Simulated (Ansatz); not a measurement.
System: BaTiO3 (Amm2, No. 38, 5 atoms in the cell; start COD 9014492). Method: r²SCAN in Ansatz (PAW).

Numerical settings: plane-wave cutoff 560 eV, 8×8×8 k mesh, Fermi–Dirac smearing 0.01 eV, no spin polarisation, scalar-relativistic PAW data made under PBE.

Cell (relaxed at this level):

```
CELL_PARAMETERS angstrom
      3.96410     0.00000     0.00000
      0.00000     2.85779     2.87400
      0.00000    -2.85779     2.87400
ATOMIC_POSITIONS crystal
  Ba 0.00000 0.00959 0.00959
  Ti 0.50000 0.52509 0.52509
  O  0.00000 0.49154 0.49154
  O  0.50000 0.49523 0.98141
  O  0.50000 0.98141 0.49523
```

Task: Predict the band gap and smallest direct gap on the k points sampled.

Result: 
- band gap: 2.66 eV
- smallest direct gap on the k points sampled: 3.09 eV

Spin–orbit coupling is not included.

Computed values are for the static lattice.

Ansatz is a program for electronic structure.
